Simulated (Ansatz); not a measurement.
Base system: WSi2 (space group I4/mmm, No. 139; a = 3.202 Å, c = 7.818 Å; relaxed with 0.1 eV smearing). Axes: x, y, z lie along a, b, c of the conventional cell.

Level of theory: DFT with PBEsol, PAW potentials and a 420 eV plane-wave cutoff in Ansatz (a program for electronic structure), no spin-orbit coupling.

Strains are applied to the cell and any free atomic positions relax.

One change was made to it. Results:

The shortest interatomic distance is still 2.588 Å; the energy grows by 1.1 meV/atom.

Question: Name the change that was made.
A) tensor shear ε_xz = +1.14 %
B) tensor shear ε_xz = +1.43 %
C) tensor shear ε_xz = +0.57 %

Answer: C, tensor shear ε_xz = +0.57 %. For comparison, the energy relative to the base in the other runs: tensor shear ε_xz = +1.43 % gives +7.2 meV/atom; tensor shear ε_xz = +1.14 % gives +4.5 meV/atom.

Stability against distortions was not tested. The final runs are not spin-polarised.
